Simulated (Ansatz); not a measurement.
**Pressure series in InP**

Take InP in the zinc blende structure (space group F-43m, No. 216) as the base.

```
InP
1.0
    0.00000     2.95348     2.95348
    2.95348     0.00000     2.95348
    2.95348     2.95348     0.00000
In P
1 1
Cartesian
  0.00000   0.00000   0.00000
  1.47674   1.47674   1.47674
```

Cell and atoms are relaxed at each pressure.

Level of theory: DFT with r2SCAN, PAW potentials and a 500 eV plane-wave cutoff in Ansatz (a first-principles code), no spin-orbit coupling.

Candidates:
(a) pressure 2.1 GPa
(b) pressure 9 GPa
(c) pressure 4.5 GPa

For the base:

The band gap is 1.03 eV.

**Question.** Order them by band gap, lowest first.

**Answer.** (a) pressure 2.1 GPa (1.20 eV), (c) pressure 4.5 GPa (1.36 eV), (b) pressure 9 GPa (1.63 eV)

Load acts through the strain it causes; cell and atoms are relaxed under it. No phonon test of stability was made. Tetrahedral semiconductors of this kind turn to denser phases somewhere between about 1 and 50 GPa; those were not computed, so compressed cells here can lie past the real transition.
